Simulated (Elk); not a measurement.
Band structure of ZnGe₃ (Pm-3m, 4 atoms in the cell).

```yaml
crystal:
  lattice:
    - [4.22236, 0.00000, 0.00000]
    - [0.00000, 4.22236, 0.00000]
    - [0.00000, 0.00000, 4.22236]
  atoms:
    - { symbol: Zn, position: [0.00000, 0.00000, 0.00000] }
    - { symbol: Ge, position: [0.00000, 0.50000, 0.50000] }
    - { symbol: Ge, position: [0.50000, 0.00000, 0.50000] }
    - { symbol: Ge, position: [0.50000, 0.50000, 0.00000] }
```

Computed with PBEsol, all-electron FP-LAPW, Elk's shipped species files, APW+lo basis with extra local orbitals in Elk 10.2.4.

Settings: xctype = 22; rgkmax = 8; stype = 0; swidth = 0.00499791 Ha; ngridk = 10 10 10; gmaxvr = 16 1/bohr; nxlo = 2; lorbcnd = true; lmaxi = 2.

The starting cell comes from a database of computed structures (which also holds hypothetical and non-ambient phases and stackings), without a prior relaxation at this level. Values depend on the basis (sphere radii, cutoffs, local orbitals), which need not be converged.

Levels in eV from the Fermi level, bands 27 to 34:
```
point     27     28     29     30     31    32    33    34
-----  -----  -----  -----  -----  -----  ----  ----  ----
Γ      -3.65  -3.65  -3.65  -1.47   2.80  2.80  2.80  4.36
X      -1.75  -1.75  -1.74  -0.88  -0.88  0.36  0.47  4.99
M      -5.98  -0.63   0.06   0.31   0.31  0.57  0.57  2.37
R      -5.56  -4.68  -4.68  -4.68  -3.16  6.93  6.93  7.07
```

Bands cross the Fermi level along this path, so the cell is metallic at this level.
